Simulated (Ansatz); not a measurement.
PBE against r2SCAN: BN, N vacancy

The reference is a 16-atom supercell of BN in the wurtzite structure (space group P6_3mc, No. 186; a = 2.5545 Å, c = 4.2246 Å) at its relaxed geometry.

(Cell as relaxed with PBE.)

Levels (all Ansatz, an electronic-structure program, PAW): PBE (420 eV, no spin-orbit coupling); r2SCAN (500 eV, no spin-orbit coupling).

Each level relaxes its own structure.

One thing is altered: a neutral N vacancy, atoms relaxed at fixed cell, starting from a slightly rattled geometry.

| quantity | PBE | r2SCAN |
|---|---|---|
| largest displacement of a host atom from its site in the perfect cell | 0.13 Å | … |
| pressure | -0.7 GPa | … |

**Question.** What does r2SCAN give?

**Answer.** 
- largest displacement of a host atom from its site in the perfect cell, r2SCAN: 0.11 Å
- pressure, r2SCAN: -0.7 GPa

The two agree on the pressure. Neither level is exact; r2SCAN is the comparison here, not a measurement.

The magnetic state is the one reached from the starting moments; the real material's order can differ, and small cells can't hold many antiferromagnetic ones. In so small a cell the defect repeats every few ångströms: this is an ordered compound, not a dilute defect. The mesh was chosen for an insulator and is coarse for the gapless case. Seeded moments were not kept for N vacancy.
